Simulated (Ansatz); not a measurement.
The structure below was relaxed with r2SCAN (Ansatz, a first-principles code; PAW; 500 eV plane waves; without spin-orbit coupling), at pressure 0.9 GPa.

```xyz
2
Lattice="0.0000 3.2557 3.2557 3.2557 0.0000 3.2557 3.2557 3.2557 0.0000" Properties=species:S:1:pos:R:3 pbc="T T T"
Cd     0.0000     0.0000     0.0000
Te     1.6278     1.6278     1.6278
```

Question: Find the space group and the Wyckoff positions.

Answer: Space group F-43m (No. 216); a = b = c = 6.511 Å, α = β = γ = 90.00°

```
atom  site  symmetry       x       y       z
----  ----  --------  ------  ------  ------
Cd      4a      -43m  0.0000  0.0000  0.0000
Te      4d      -43m  0.7500  0.7500  0.7500
```

Load acts through the strain it causes; cell and atoms are relaxed under it. No phonon test of stability was made. The cell was made from CdTe in the zinc blende structure (space group F-43m, No. 216) by this change: pressure 0.9 GPa.
